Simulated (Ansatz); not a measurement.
## A short convergence ladder for Mo (Im-3m, 1 atom in the cell)

```
CELL_PARAMETERS angstrom
     -1.56713     1.56713     1.56713
      1.56713    -1.56713     1.56713
      1.56713     1.56713    -1.56713
ATOMIC_POSITIONS crystal
  Mo 0.00000 0.00000 0.00000
```

Base method: LDA (PW92), default PAW files made with PBE (plane waves; Ansatz, a first-principles code).

Base settings: basis.ecutwfc = 420 eV; kpoints.mp_grid.grid = 15 15 15; hamiltonian.xc = lda; hamiltonian.pseudopotentials = {kind: paw} (the program's default PAW files); scf.occupations.method = fermi_dirac; scf.occupations.width = 0.1 eV.

Core times come from one kind of shared machine, to one figure; runs under 30 s give none.

**The q mesh of the phonons**

In this ladder: kpoints.mp_grid.grid = 12 12 12; phonons.method = dfpt.

Only quantities that move along the ladder and can be compared are tabulated.

Thermal sums run over frequencies interpolated from this q mesh.

```tsv
phonons.qmesh	zero-point energy (meV/atom)	vibrational free energy at 300 K (meV/atom)	core time / last (rough)
2 2 2	35.34	-6.96	–
3 3 3	36.06	-5.44	0.1
4 4 4	35.63	-6.10	0.3
6 6 6	35.86	-5.75	1
```

Coarsest phonons.qmesh that holds the vibrational free energy at 300 K within 1 meV/atom of the last step, with all finer ones: 3 3 3, at about 0.1 of the last step's time; the step before is off by 1.2 meV/atom.

On the base run: the starting cell has typed, rounded lattice constants, without a prior relaxation at this level. Its lattice was rescaled by up to half a per cent. Spin polarisation is off. In the base run, with a pressure of about -6 GPa the cell is away from its equilibrium volume at this level.

Keys are those of Ansatz 0.2.
